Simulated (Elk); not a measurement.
# Parameter sweep on GeW (Pm-3m, 2 atoms in the cell)

```xyz
2
Lattice="3.1950 0.0000 0.0000 0.0000 3.1950 0.0000 0.0000 0.0000 3.1950" Properties=species:S:1:pos:R:3 pbc="T T T"
W      0.0000     0.0000     0.0000
Ge     1.5975     1.5975     1.5975
```

Base run A: PBE, all-electron FP-LAPW, Elk's shipped species files, APW+lo basis with extra local orbitals (Elk), self-consistent single point.

Its settings: xctype = 20; rgkmax = 7.5; stype = 1; swidth = 0.00999582 Ha; ngridk = 8 8 8; gmaxvr = 14 1/bohr; nxlo = 2; lorbcnd = true; rmtscf = 0.94; lmaxi = 3; maxscl = 100.

The starting cell was generated: these elements placed on a structure prototype, without a prior relaxation; it need not be a known phase or ordering of this composition. Spin polarisation is off. Values depend on the basis (sphere radii, cutoffs, local orbitals), which need not be converged.

ΔE is the total energy (no entropy term) per atom less that of run A. 

Run A gave: k-points 35; basis size 295.

Runs:
- B: swidth, ngridk = 0.00110248 Ha, 6 6 6
- C: swidth, ngridk = 0.00367493 Ha, 6 6 6
- D: swidth, ngridk = 0.0110248 Ha, 6 6 6
- E: swidth, ngridk = 0.00110248 Ha, 7 7 7
- F: swidth, ngridk = 0.00367493 Ha, 7 7 7
- G: swidth, ngridk = 0.0110248 Ha, 7 7 7
- H: swidth, ngridk = 0.00110248 Ha, 8 8 8
- I: swidth, ngridk = 0.00367493 Ha, 8 8 8
- J: swidth, ngridk = 0.0110248 Ha, 8 8 8
- K: swidth, ngridk = 0.00110248 Ha, 10 10 10
- L: swidth, ngridk = 0.00367493 Ha, 10 10 10
- M: swidth, ngridk = 0.0110248 Ha, 10 10 10

Problem. What does run H change against A?

Solution. The total energy goes down by 3.3 meV/atom.

Problem. What does run B change against A?

Solution. The total energy goes up by 44.4 meV/atom.

Problem. What does run F change against A?

Solution. The total energy falls by 11.2 meV/atom.

```tsv
run	ΔE (meV/atom)	k-points	basis size
A	0.00	35	295
B	44.4	20	293
C	45.1	20	293
D	51.7	20	293
E	-10.5	20	295
F	-11.2	20	295
G	-8.1	20	295
H	-3.3	35	295
I	-2.3	35	295
J	-0.84	35	295
K	-7.0	56	296
L	-7.9	56	296
M	-4.8	56	296
```
